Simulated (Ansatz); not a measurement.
```yaml
crystal:
  lattice:
    - [0.00000, 2.57497, 2.57497]
    - [2.57497, 0.00000, 2.57497]
    - [2.57497, 2.57497, 0.00000]
  atoms:
    - { symbol: Li, position: [0.00000, 0.00000, 0.00000] }
    - { symbol: Cl, position: [0.50000, 0.50000, 0.50000] }
```

Question: List the harmonic phonon frequencies (cm⁻¹; finite displacements on a 6×6×6 mesh, PBE in Ansatz, an electronic-structure program, k mesh 12×12×12) at q = (0.000, 0.000, 0.167), (0.167, 0.333, -0.500), (0.167, -0.500, -0.333), in fractions of this cell's reciprocal vectors. At Γ leave out the LO-TO shift.

Answer: 
- (0.000, 0.000, 0.167): 53, 53, 100, 172, 172, 384
- (0.167, 0.333, -0.500): 117, 137, 173, 187, 187, 296
- (0.167, -0.500, -0.333): 141, 150, 180, 190, 204, 224
